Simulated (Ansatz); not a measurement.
**MgO: biaxial strain +2.50 %, plane normal [001], relaxed out of plane**

The reference is MgO in the rock salt structure (space group Fm-3m, No. 225; a = 4.2044 Å). Axes: x, y, z lie along the cube axes.

One thing is altered: tensile biaxial strain of 2.50 % in the plane normal to [001], as in epitaxy on a mismatched substrate; the out-of-plane cell vector and the atoms relax.

Computed with r2SCAN (Ansatz, a quantum-chemistry and plane-wave program; PAW; 500 eV plane waves; no SOC). Settings: 13×13×13 k-points, 0.05 eV Fermi–Dirac smearing.

The volume per atom rises by 0.33 Å³ to 9.62 Å³ and the space group goes from Fm-3m (No. 225) to I4/mmm (No. 139). The shortest interatomic distance drops by 0.057 bohr to 3.916 bohr and the energy grows by 11 meV/atom. The pressure (mean of the normal stresses, compression positive) goes from zero to -4.95 GPa and the band gap decreases by 0.389 eV, from 5.68 eV to 5.30 eV. The gap character stays direct at Γ and the electron mass goes from 0.36 mₑ (at Γ) to 0.37 mₑ out of plane, 0.34 mₑ in plane (at Γ). The valence-band top at Γ (three highest levels, from the VBM) goes from 0.00, 0.00, 0.00 eV to 0.00, 0.00, -0.09 eV and the out-of-plane strain is -1.43 %. The ratio −ε⊥/ε∥ amounts to 0.57 and the mean in-plane stress (compression positive) amounts to -7.4 GPa.

Final structure (turned so that z lies along the plane normal):

```
CELL_PARAMETERS angstrom
      3.04730     0.00000     0.00000
      0.00000     3.04730     0.00000
      1.52365    -1.52365     2.07220
ATOMIC_POSITIONS crystal
  Mg 0.00000 0.00000 0.00000
  O  0.50000 0.50000 0.00000
```

Cost of the whole job for the changed cell (relaxation, final SCF and bands): very roughly 15 core-seconds.

Effective masses come from finite differences of ±0.01 Å⁻¹. Whether these cells are dynamically stable was not tested. k-point labels follow each cell's own Brillouin zone.
